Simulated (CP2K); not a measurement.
# A self-consistent single point of Li3Mg (Pm-3m, 4 atoms in the cell) with CP2K

Method: PBEsol, GPW, DZVP-MOLOPT-SR-GTH basis, GTH-PBE potentials (GTH_POTENTIALS) (CP2K).

This input was run:

```
&GLOBAL
  PROJECT li3mg
  RUN_TYPE ENERGY_FORCE
  PRINT_LEVEL MEDIUM
&END GLOBAL
&FORCE_EVAL
  METHOD Quickstep
  STRESS_TENSOR ANALYTICAL
  &DFT
    BASIS_SET_FILE_NAME BASIS_MOLOPT
    POTENTIAL_FILE_NAME GTH_POTENTIALS
    &QS
      METHOD GPW
      EPS_DEFAULT 1E-10
    &END QS
    &MGRID
      CUTOFF 1000
      REL_CUTOFF 50
      NGRIDS 5
    &END MGRID
    &SCF
      SCF_GUESS ATOMIC
      EPS_SCF 1E-6
      MAX_SCF 100
      ADDED_MOS 4
      &DIAGONALIZATION
        ALGORITHM STANDARD
      &END DIAGONALIZATION
      &MIXING
        METHOD BROYDEN_MIXING
        ALPHA 0.3
        NBUFFER 8
        BETA 1.5
      &END MIXING
      &SMEAR ON
        METHOD GAUSSIAN
        SIGMA [eV] 0.1
      &END SMEAR
    &END SCF
    &KPOINTS
      SCHEME MONKHORST-PACK 10 10 10
      GAMMA_CENTERED T
    &END KPOINTS
    &XC
      &XC_FUNCTIONAL
        &PBE
          PARAMETRIZATION PBESOL
        &END PBE
      &END XC_FUNCTIONAL
    &END XC
    &PRINT
      &MO
        EIGENVALUES T
        OCCUPATION_NUMBERS T
        NDIGITS 8
        FILENAME mo
        &EACH
          QS_SCF 0
        &END EACH
        ADD_LAST NUMERIC
      &END MO
      &MULLIKEN ON
      &END MULLIKEN
    &END PRINT
  &END DFT
  &SUBSYS
    &CELL
      A 4.30430100 0.00000000 0.00000000
      B 0.00000000 4.30430100 0.00000000
      C 0.00000000 0.00000000 4.30430100
      PERIODIC XYZ
    &END CELL
    &COORD
      SCALED
      Li       0.50000000     0.50000000     0.00000000
      Li       0.00000000     0.50000000     0.50000000
      Li       0.50000000     0.00000000     0.50000000
      Mg       0.00000000     0.00000000     0.00000000
    &END COORD
    &KIND Li
      BASIS_SET DZVP-MOLOPT-SR-GTH-q3
      POTENTIAL GTH-PBE-q3
    &END KIND
    &KIND Mg
      BASIS_SET DZVP-MOLOPT-SR-GTH-q10
      POTENTIAL GTH-PBE-q10
    &END KIND
  &END SUBSYS
  &PRINT
    &FORCES ON
    &END FORCES
    &STRESS_TENSOR ON
    &END STRESS_TENSOR
  &END PRINT
&END FORCE_EVAL
```

Output, abridged:

```
 GLOBAL| Method name                                                        CP2K
 GLOBAL| Project name                                                      li3mg
 GLOBAL| Run type                                                   ENERGY_FORCE

 CELL| Volume [angstrom^3]:                                            79.745815
 CELL| Vector a [angstrom]:       4.304     0.000     0.000   |a| =     4.304301
 CELL| Vector b [angstrom]:       0.000     4.304     0.000   |b| =     4.304301
 CELL| Vector c [angstrom]:       0.000     0.000     4.304   |c| =     4.304301
 CELL| Angle (b,c), alpha [degree]:                                    90.000000
 CELL| Angle (a,c), beta  [degree]:                                    90.000000
 CELL| Angle (a,b), gamma [degree]:                                    90.000000
 CELL| Numerically orthorhombic:                                             YES
 CELL| Periodicity                                                           XYZ

 DFT| Spin restricted Kohn-Sham (RKS) calculation                            RKS
 DFT| Multiplicity                                                             2
 DFT| Number of spin states                                                    1
 DFT| Charge                                                                   0
 DFT| XC density smoothing                                                  NONE
 DFT| XC derivatives                                                          PW

 QS| Method:                                                                 GPW
 QS| Density plane wave grid type                        NON-SPHERICAL FULLSPACE
 QS| Number of grid levels:                                                    5
 QS| Density cutoff [a.u.]:                                                500.0
 QS| Multi grid cutoff [a.u.]: 1) grid level                               500.0
   [... lines left out ...]
 BRILLOUIN| Wavefunction type                                            COMPLEX
 BRILLOUIN| List of Kpoints [2 Pi/Bohr]                                      504
 BRILLOUIN| Number           Weight            X              Y              Z
 BRILLOUIN|     1           0.00200       -0.40000       -0.40000       -0.40000
 BRILLOUIN|     2           0.00200       -0.40000       -0.40000       -0.30000
 BRILLOUIN|     3           0.00200       -0.40000       -0.40000       -0.20000
   [... 501 lines left out ...]
 *******************************************************************************

 Extrapolation method: initial_guess

 Re-scaling the density matrix to get the right number of electrons
                  # Electrons              Trace(P)               Scaling factor
                           19                19.000                        1.000

 Number of electrons:                                                         19
 Number of occupied orbitals:                                                 10
 Number of molecular orbitals:                                                14

 Number of orbital functions:                                                 27
 Number of independent orbital functions:                                     27
 SCF WAVEFUNCTION OPTIMIZATION

  Step     Update method      Time    Convergence         Total energy    Change
     1 NoMix/Diag. 0.30E+00      -     1.04628067       -85.6948033699 -8.57E+01
     2 Broy./Diag. 0.30E+00      -     0.01217962       -85.5584372747  1.36E-01
     3 Broy./Diag. 0.30E+00      -     0.08753581       -85.4447343149  1.14E-01
     4 Broy./Diag. 0.30E+00      -     0.00189292       -85.3611269163  8.36E-02
     5 Broy./Diag. 0.30E+00      -     0.00726421       -85.3905591832 -2.94E-02
     6 Broy./Diag. 0.30E+00      -     0.00082007       -85.3828044288  7.75E-03
     7 Broy./Diag. 0.30E+00      -     0.00078669       -85.3787336052  4.07E-03
   [... 3 lines left out ...]
    11 Broy./Diag. 0.30E+00      -     0.00002133       -85.3798553426 -3.82E-05
    12 Broy./Diag. 0.30E+00      -     0.00002999       -85.3798676928 -1.24E-05
    13 Broy./Diag. 0.30E+00      -     0.00000274       -85.3798647550  2.94E-06
    14 Broy./Diag. 0.30E+00      -     0.00000319       -85.3798553769  9.38E-06
    15 Broy./Diag. 0.30E+00      -     0.00000005       -85.3798538219  1.55E-06
  *** SCF run converged in    15 steps ***

  Electronic density on regular grids:        -18.9999999370        0.0000000630
  Core density on regular grids:               18.9999999983       -0.0000000017
  Total charge density on r-space grids:        0.0000000613
  Total charge density g-space grids:           0.0000000613

  Overlap energy of the core charge distribution:               0.00000000000000
  Self energy of the core charge distribution:               -165.38810365261139
  Core Hamiltonian energy:                                     44.08214304075388
  Hartree energy:                                              49.68662006988720
  Exchange-correlation energy:                                -13.76019189481036
  Smearing free energy correction:                             -0.00032138512622
  Fermi energy:                                                 0.06436676383657

  Total energy:                                               -85.37985382193420
  Total energy (extrapolated to sigma->0):                    -85.37969312937109

                     Mulliken Population Analysis

 #  Atom  Element  Kind  Atomic population                           Net charge
       1     Li       1          2.954556                              0.045444
       2     Li       1          2.954556                              0.045444
       3     Li       1          2.954556                              0.045444
       4     Mg       2         10.136333                             -0.136333
 # Total charge                             19.000000                 -0.000000

 ENERGY| Total FORCE_EVAL ( QS ) energy [hartree]            -85.379854173165327

 FORCES| Atomic forces [hartree/bohr]
 FORCES|   Atom     x               y               z               |f|
 FORCES|      1 -1.23388305E-12 -1.23407958E-12  5.12017302E-11   5.12314610E-11
 FORCES|      2  5.12020628E-11 -1.23413137E-12 -1.23416941E-12   5.12318016E-11
 FORCES|      3 -1.23377438E-12  5.12024950E-11 -1.23394842E-12   5.12322196E-11
 FORCES|      4  7.21494771E-09  7.21488353E-09  7.21489454E-09   1.24965883E-08
 FORCES| Sum     7.26368211E-09  7.26361781E-09  7.26362816E-09
 FORCES| Total atomic force                                       1.25809982E-08

 STRESS| Analytical stress tensor [bar]
 STRESS|                        x                   y                   z
 STRESS|      x        8.46773261207E+03   1.45661947378E-03   1.45661884270E-03
 STRESS|      y        1.45661947378E-03   8.46773261206E+03   1.45661879901E-03
 STRESS|      z        1.45661884270E-03   1.45661879901E-03   8.46773261211E+03
 STRESS| 1/3 Trace                                             8.46773261208E+03
```

The run converged in 15 iterations.

The starting cell comes from a database of computed structures (which also holds hypothetical and non-ambient phases and stackings), without a prior relaxation at this level. Its lattice was rescaled by a random factor within 2.5 % of one. Values carry the incompleteness of an atom-centred basis. The potentials were made for another functional than the one used.

Cost on one core of a shared machine: roughly 60 s.
